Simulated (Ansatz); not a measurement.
**Ti₃Al (P6₃/mmc, No. 194)**

Calculation: PBEsol in Ansatz (PAW).

Settings: plane-wave cutoff 500 eV, 12×12×12 k mesh, Fermi–Dirac smearing 0.1 eV, no spin polarisation, scalar-relativistic PAW data made under PBE.

Cell (relaxed at this level):

AlTi₃ is taken in the hexagonal space group P6₃/mmc (No. 194), Pearson symbol hP8. Cell: a = 5.690 Å, b = 5.690 Å, c = 4.609 Å, α = 90.00°, β = 90.00°, γ = 120.00°. Ti on 6h sees 8 Ti at 2.796–2.894 Å and 4 Al at 2.814–2.845 Å (anticuboctahedral). Al on 2c is surrounded by 12 Ti at 2.814–2.845 Å (anticuboctahedral). (Neighbours: up to the widest gap in distance over summed covalent radii, below 1.35, at either atom.)

| Quantity | Value |
|---|---|
| band gap | none |

Static lattice: no zero-point or thermal effects.

Ansatz is a program for electronic structure.
